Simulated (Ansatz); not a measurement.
The starting structures come from a database of crystals and need not be the phases stable at ambient conditions.

Evanescent states of Be2C (Fm-3m, 3 atoms a cell, 6.7 Å³ an atom, -2 GPa at this level) along the normal of (110)

Level of theory: PBEsol (plane waves, PAW; Ansatz, a first-principles code).

The gap is the functional's own, uncorrected, and κ follows it; spin-orbit coupling is left out. Mid-gap means the computed energy nearest the middle.

Energies count from the valence-band top; κ is the least over a 10×8 mesh across the current.

| E (eV) | κ (1/Å) | where |
|---|---|---|
| 0.04 | 0.039 | Γ |
| 0.10 | 0.067 | Γ |
| 0.17 | 0.086 | Γ |
| 0.24 | ___ | Γ |
| 0.32 | ___ | Γ |
| 0.39 | ___ | Γ |
| 0.46 | ___ | Γ |
| 0.53 | ___ | Γ |
| 0.59 | ___ | Γ |
| 0.67 | ___ | Γ |
| 0.73 | ___ | Γ |
| 0.81 | ___ | Γ |
| 0.88 | 0.107 | Γ |
| 0.94 | 0.087 | Γ |
| 1.01 | 0.059 | Γ |

Some entries are withheld; supply them.


- 0.24, κ (1/Å): 0.101
- 0.32, κ (1/Å): 0.113
- 0.39, κ (1/Å): 0.124
- 0.46, κ (1/Å): 0.133
- 0.53, κ (1/Å): 0.142
- 0.59, κ (1/Å): 0.150
- 0.67, κ (1/Å): 0.149
- 0.73, κ (1/Å): 0.137
- 0.81, κ (1/Å): 0.123
